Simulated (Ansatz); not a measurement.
Structure of amorphous B32N36Si3 (periodic cell): The frame is taken from the quench, at a set temperature of 300 K (mean kinetic temperature of the stretch 387 K), run with the CHGNet potential and a short-range wall. N atoms were pushed apart under 1.9 Å during the dynamics, to hinder bonds among them. The volume is set by the preparation, not predicted. It is a model cell: composition and starting density were chosen by hand, and all elements were melted together. The stretch lasted under a few ps.

```xyz
71
Lattice="9.1119 0.0000 0.0000 0.0000 9.1119 0.0000 0.0000 0.0000 9.1119" Properties=species:S:1:pos:R:3 pbc="T T T"
B      6.8180     7.7582     1.0972
B      6.1937     6.6840     7.8732
B      5.9724     0.5252     3.5971
B      4.4761     8.9770     1.8384
B      4.1931     7.2490     0.9285
B      1.6739     8.8363     4.3616
B      4.0583     4.9689     6.2650
B      8.7802     7.3635     3.0667
B      6.0402     4.0158     1.8403
B      7.8800     0.5022     2.0651
B      8.0071     8.0398     7.7677
B      3.3130     5.5124     4.4967
B      0.7601     2.0156     4.1978
B      6.7239     3.7621     7.5659
B      4.0475     5.3102     2.1940
B      1.3477     5.3633     2.6365
B      0.3418     0.6662     0.1302
B      0.0514     3.9834     7.4616
B      4.2622     9.0474     4.3142
B      5.6392     4.5028     4.1116
B      7.5102     2.5888     3.7287
B      2.7293     1.9290     0.0546
B      1.5415     5.7816     6.3886
B      7.8032     3.6261     5.3895
B      8.9452     7.6084     5.6609
B      1.0015     3.6830     0.5368
B      5.1157     2.2735     9.1102
B      8.6013     4.7165     2.1580
B      2.7778     9.0267     9.0905
B      1.1957     8.0169     7.5817
B      6.1926     8.2342     5.9520
B      2.4696     3.8622     7.7344
N      6.6173     3.5519     4.5308
N      5.2665     7.5044     6.8296
N      7.4736     3.8370     1.9321
N      0.0048     5.9565     2.7410
N      6.1729     5.1851     7.9385
N      2.2793     3.2642     8.9876
N      2.8002     5.5407     3.1130
N      5.6136     8.9327     4.8377
N      3.9678     1.3908     8.9946
N      1.4566     1.0140     3.8068
N      3.9706     5.8286     0.7614
N      5.2537     4.7912     2.7651
N      6.4250     2.6108     8.3522
N      3.8227     4.0187     7.2851
N      7.0969     7.4276     8.7594
N      0.3260     8.0845     4.2980
N      5.0585     3.5076     0.8218
N      7.8851     8.1066     2.0860
N      4.6292     0.6204     3.0031
N      4.5543     4.9385     4.9558
N      0.0423     8.6368     8.2346
N      7.6150     7.9660     6.3787
N      8.7730     2.8357     4.5229
N      8.3869     1.2213     0.9213
N      8.9675     3.6970     8.8963
N      0.8469     4.2312     1.8687
N      7.1523     1.2584     3.1963
N      7.8724     3.9090     6.7619
N      1.6838     0.9481     0.1897
N      0.8012     6.9543     6.5066
N      2.9397     6.0648     5.8520
N      2.5746     8.1772     7.7670
N      3.1012     8.5678     5.0253
N      1.3354     4.5243     7.0706
N      5.4184     7.8024     1.4687
N      3.3183     8.3421     1.1291
Si     7.6407     2.7173     0.4913
Si     3.5721     7.7024     6.4575
Si     4.6969     4.6521     8.7046
```

Method: PBE, scalar-relativistic without spin-orbit coupling (plane waves to 420 eV, PAW; Ansatz, a program for electronic structure). Sampling: the zone centre alone; Fermi-Dirac width 0.02 eV; no spin polarisation.

Question: What static pressure (without the ions' kinetic part) does the frame have on this sampling and cutoff?

Answer: -1.3 kbar

Question: Give the DFT forces beside those of the CHGNet potential, and the mean absolute difference of the components.

Answer: 
```
atom     Fx     Fy     Fz  Fx CHGNet  Fy CHGNet  Fz CHGNet
----  -----  -----  -----  ---------  ---------  ---------
B1     0.32  -0.95  -1.08       0.05      -0.49      -0.46
B2    -0.46  -0.28  -0.97      -0.77      -0.06      -0.31
B3     0.01   0.84   1.30       0.42       0.66       0.22
B4    -0.58  -2.28  -0.55      -0.51      -1.48      -1.30
B5     0.67  -0.51   0.34       0.41      -1.01      -0.16
B6    -0.39   0.30   0.12       0.28       0.18       0.07
B7    -1.56   0.02  -1.48      -0.43       0.36      -0.48
B8    -0.59   1.58  -0.57      -0.35       0.91      -0.12
B9    -2.25   1.07  -0.51      -1.64       0.45      -0.58
B10   -0.49   0.24   1.73      -0.19      -0.19       0.65
B11   -3.14  -1.16   1.90      -1.87      -0.33       0.79
B12    0.36   0.92  -1.18       0.03       0.38      -1.00
B13   -1.34   0.55   0.51      -0.61       0.50       0.05
B14   -0.61   3.40   1.36      -0.83       2.29       0.62
B15   -2.46   0.42  -0.29      -1.21       0.53      -0.42
B16    1.34  -0.67  -0.07       1.56      -0.78      -0.08
B17   -0.34  -2.79  -2.18      -0.08      -1.71      -1.14
B18   -2.05   0.18   2.12      -1.18       0.03       1.41
B19   -0.82   0.14   0.23      -1.04      -0.19       0.84
B20   -1.92  -1.11   0.44      -1.06      -0.29       0.36
B21   -0.80  -0.20   0.58      -0.51      -0.19      -0.03
B22   -2.51   0.62   1.08      -1.31       0.09       0.36
B23    1.79  -0.01   0.49       0.99       0.13       0.20
B24    0.18  -1.24  -0.88       0.01      -0.47      -0.74
B25   -0.83   1.11  -1.23      -0.81       0.72      -0.83
B26    2.84   0.25   1.89       1.83       0.04       0.97
B27   -0.84   0.45  -0.79      -0.32       0.53      -0.19
B28    1.43  -0.02  -0.10       0.65      -0.65      -0.48
B29    0.05  -0.38  -1.08      -0.65       0.27      -0.68
B30   -1.63  -1.40  -0.99      -0.46      -0.61      -0.50
B31    0.48  -0.84   0.66       0.21      -0.90       0.69
B32   -0.59   0.71  -0.05      -0.29       0.33      -0.18
N33    1.61  -0.27  -0.43       0.91      -0.07      -0.32
N34    0.12  -0.39   0.75       0.65      -0.40       0.45
N35   -1.43  -1.06  -1.02      -0.54      -0.43      -0.46
N36   -0.99   2.28   1.85      -0.42       2.02       1.30
N37   -1.30  -0.46  -0.37      -1.22      -0.45       0.00
N38   -1.21   1.86   0.81      -0.94       1.14       0.89
N39    0.49  -0.38   0.46      -0.31      -0.11       0.53
N40    1.49   0.08  -0.30       0.95       0.09       0.19
N41    4.09  -0.10  -0.57       2.68      -0.20      -0.24
N42    1.11   0.09   0.30       0.53       0.08       0.45
N43    0.13  -1.29  -0.37       0.10      -0.65       0.07
N44    1.99   0.06  -0.20       1.22      -0.15      -0.24
N45    0.42  -2.71  -0.17       0.36      -1.42      -0.09
N46    1.04   1.09   1.26       0.26       0.66       0.45
N47   -0.84   0.12   0.04      -0.76       0.05      -0.13
N48   -0.35  -2.44   0.11      -0.46      -1.60      -0.23
N49    0.15  -1.29   1.39       0.30      -0.80       0.70
N50    0.84   0.54   1.29       0.49       0.53       0.65
N51   -0.21  -0.07   0.95      -0.22       0.06       0.86
N52    1.43   0.16  -0.46       0.54      -0.33       0.03
N53    3.87   2.09   1.03       2.34       1.22       0.51
N54    1.27  -0.07  -2.56       0.89       0.10      -1.36
N55    0.01   0.31  -0.67       0.06       0.03       0.03
N56   -1.54   0.66   1.15      -0.99       0.26       0.71
N57   -2.05  -1.34  -3.12      -1.70      -0.71      -1.94
N58    1.01  -1.60  -1.16       0.66      -0.74      -0.11
N59    1.11  -0.33  -1.87       0.40      -0.27      -0.50
N60    3.14   0.00  -1.81       1.94      -0.35      -1.28
N61    1.88  -0.41   0.50       1.05      -0.77       0.09
N62   -1.78   1.88   1.26      -1.49       1.08       0.99
N63   -0.75  -1.79   1.78      -0.22      -1.47       0.48
N64    0.83   0.90   1.46       0.32       0.58       1.05
N65   -0.76   1.08  -1.88      -0.63       0.63      -1.63
N66   -0.25  -0.16  -1.38      -0.24       0.11      -0.78
N67    1.27   1.01  -0.41       0.97       1.01      -0.07
N68   -0.69   0.78   0.16       0.17       0.65       0.39
Si69   3.03   1.15  -0.89       1.86       0.63      -0.50
Si70  -0.54  -0.26   0.09      -0.02       0.04       0.35
Si71  -0.93   1.30   2.22       0.18       0.89       1.16
```
(forces in eV/Å)
Mean absolute difference 0.484 eV/Å against an r.m.s. DFT component of 1.28 eV/Å.
